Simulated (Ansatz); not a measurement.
ZrSi2 (Cmcm, No. 63) was calculated with PBE0 in Ansatz (plane waves, PAW).

Total energies, extrapolated to zero smearing (they compare only within this program, potentials and cutoff):

```json
[
 {"system": "ZrSi2 (Cmcm, No. 63), relaxed", "energy (eV/atom)": "-1820.2538"},
 {"system": "hcp Zr", "energy (eV/atom)": "-4185.7209"},
 {"system": "diamond-structure Si", "energy (eV/atom)": "-636.4635"}
]
```

Question: Work out the enthalpy of formation per atom.

Answer: ΔH_f ≈ ΔE = -1820.2538 − [1 × (-4185.7209) + 2 × (-636.4635)]/3 = -0.705 eV/atom (0 K, no vibrations). The reference value is -0.625 ± 0.02 eV/atom (measured, 298 K, copied from a table, unchecked, not corrected to a static lattice; as tabulated in Wang et al. (2021), doi:10.1038/s41598-021-94550-5), a difference of -0.080 eV/atom.

The PAW data were made under PBE.

Note: the relaxation could not lower the start's symmetry, so the cell can be a saddle point above a distorted one.

Ansatz is a quantum-chemistry and plane-wave program.
